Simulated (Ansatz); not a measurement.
Levels about the gap of amorphous B22Li14O40 (76 atoms in a cell of 838 Å³, 1.93 g/cm³; zone centre alone, so wide bands show as single levels with stretches between that a denser mesh fills), at the geometry that PBE relaxed, where it gives 0.0 GPa on a denser mesh. The participation number counts the atoms over which a state spreads; weights are charges in smoothed Voronoi cells. The levels come from a single point, so bond lengths are those of that geometry. Method of the levels: r2SCAN, scalar-relativistic without spin-orbit coupling (Ansatz, an electronic-structure program). Sampling: the zone centre alone; Fermi-Dirac width 0.02 eV; no spin polarisation. At PBE the levels at the filled edge of the gap are localised (band-tail or defect states), and the nearest spread-out levels lie 5.6 eV apart at the zone centre.

It comes from a melt-quench run on a machine-learned potential (CHGNet), relaxed afterwards by DFT. O atoms were pushed apart under 1.9 Å during the dynamics, to hinder bonds among them. The hot cell started wider than the set density and was brought back towards it in steps. It is the lowest in DFT energy of 2 quenches. It is a model cell: composition and starting density were chosen by hand, and all elements were melted together. No dispersion term was used. Its density started from a set value of 1.93 and ended at 1.93 g/cm³. Cooling (nominally 210 K/ps over its main leg) ran many orders faster than in experiment, which tends to leave more defects and strain. A cell of this size samples the disorder only roughly. Volume and shape were free in the relaxation.

| E - E(highest filled), eV | filling | participation number | largest on | weight O | weight B | weight Li |
|---|---|---|---|---|---|---|
| -1.07 | filled | 12.0 | O, 3 neighbours | 0.90 | 0.05 | 0.05 |
| -0.98 | filled | 9.3 | O, 4 neighbours | 0.91 | 0.04 | 0.05 |
| -0.94 | filled | 2.6 | O, 3 neighbours | 0.90 | 0.05 | 0.05 |
| -0.64 | filled | 4.4 | O, 3 neighbours | 0.92 | 0.05 | 0.04 |
| -0.59 | filled | 5.4 | O, 3 neighbours | 0.89 | 0.05 | 0.06 |
| -0.43 | filled | 3.3 | O, 3 neighbours | 0.90 | 0.04 | 0.06 |
| 0.00 | filled | 2.9 | O, 3 neighbours | 0.90 | 0.03 | 0.06 |
| 4.57 | empty | 53.2 | Li, 3 neighbours | 0.51 | 0.26 | 0.23 |
| 4.91 | empty | 7.7 | B, 3 neighbours | 0.34 | 0.61 | 0.05 |
| 5.71 | empty | 10.4 | B, 3 neighbours | 0.35 | 0.60 | 0.05 |
| 5.82 | empty | 14.7 | B, 3 neighbours | 0.38 | 0.54 | 0.08 |
| 5.92 | empty | 39.7 | Li, 3 neighbours | 0.46 | 0.29 | 0.25 |
| 6.06 | empty | 17.5 | B, 3 neighbours | 0.40 | 0.45 | 0.16 |
| 6.21 | empty | 27.1 | B, 3 neighbours | 0.46 | 0.39 | 0.14 |

Most localised among these is the filled level at -0.94 eV, on a O atom, which has 3 neighbours (B 1.31 Å, Li 1.89 Å, Li 1.90 Å).
